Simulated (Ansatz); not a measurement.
Total energies of slabs of the (100) face of rock-salt MgO (9.047 Å² a face), relaxed in the 1x1 cell at growing thickness on one mesh; they count from the potentials' own zero. For a series of one composition E(N) = N·e + 2γA once the faces are apart.

Method: PBE (plane waves to 420 eV, PAW; Ansatz, an electronic-structure program).

| slab | atoms N | E (eV) |
|---|---|---|
| 6 atoms | 6 | -7481.417 |
| 8 atoms | 8 | ? |
| 10 atoms | 10 | -12469.696 |
| 12 atoms | 12 | -14963.835 |
| 14 atoms | 14 | -17457.974 |
| 16 atoms | 16 | -19952.113 |
| 20 atoms | 20 | -24940.391 |

Task: Fit a straight line y = a·x + b by least squares to the 6 complete rows (x: atoms N; y: E (eV)).

Result: the means are x̄ = 13.0000000 and ȳ = -16210.90433; Σ(x − x̄)² = 118.00 and Σ(x − x̄)(y − ȳ) = -147154.208, so a = -1247.06956 and b = ȳ − a·x̄ = 0.9999. The largest residual is 0.0004. The slope is the bulk energy an atom on this mesh, and γ = b/2A = 0.89 J/m² (1 eV/Å² = 16.02 J/m²); the thickest slab against a separate bulk run gives 0.88 J/m².

Task: What does the line predict for the withheld row, 8 atoms, and what did the calculation give?

Result: the line gives -9975.557; the calculation gave -9975.557, a miss of 0.000, of the size of the fitted rows' scatter and rounding.
